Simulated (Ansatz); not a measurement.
Base system: CsBr in the zinc blende structure (space group F-43m, No. 216; a = 8.1648 Å; a hypothetical phase, not in the database extracts checked).

Level of theory: DFT with r2SCAN, PAW potentials and a 500 eV plane-wave cutoff in Ansatz (a quantum-chemistry and plane-wave program), without spin-orbit coupling.

One change was made to it. Results:

The band gap decreases by 0.63 eV, from 4.56 eV to 3.93 eV; the electron mass becomes 0.38 mₑ (at Γ) (base: 0.51 mₑ (at Γ)); the smallest direct gap grows by 0.03 eV (4.75 eV → 4.78 eV).

### Question
Which of these changes matches the shifts?
A. pressure 9 GPa
B. pressure 45 GPa
C. pressure −1 GPa
D. pressure 1.8 GPa
E. pressure 4.2 GPa

### Answer
B, pressure 45 GPa. For comparison, the band gap in the other runs: pressure −1 GPa gives 4.33 eV; pressure 9 GPa gives 4.68 eV; pressure 1.8 GPa gives 4.67 eV; pressure 4.2 GPa gives 4.71 eV.

Load acts through the strain it causes; cell and atoms are relaxed under it. Masses are band curvatures over ±0.01 Å⁻¹ around the edge. Stability against distortions was not tested. No other phases were tried under pressure.
